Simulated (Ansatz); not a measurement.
BeS (model structure, started from the rocksalt type, Fm-3m, No. 225, 2 atoms in the cell), treated with HSE06 (PAW; Ansatz, a first-principles code).

Settings: plane-wave cutoff 460 eV, 10×10×10 k mesh, Fermi–Dirac smearing 0.01 eV, scalar-relativistic PAW data made under PBE.

Cell (relaxed with PBEsol):

```xyz
2
Lattice="0.0000 2.2949 2.2949 2.2949 0.0000 2.2949 2.2949 2.2949 0.0000" Properties=species:S:1:pos:R:3 pbc="T T T"
S      0.0000     0.0000     0.0000
Be     2.2949     2.2949     2.2949
```

Task: Predict the band gap, smallest direct gap on the k points sampled and Γ–Γ gap.

Result: 
band gap: 1.75 eV (indirect)
smallest direct gap on the k points sampled: 5.36 eV
Γ–Γ gap: 7.12 eV

Note: the relaxation could raise the start's symmetry but not lower it, so the cell can be a saddle point; cell and atoms aren't relaxed at this level (pressure 1.4 GPa).

A model structure was made by putting elements into a prototype or built by hand; it is no filed structure, need not be a known phase, and can be a saddle point held by its symmetry.
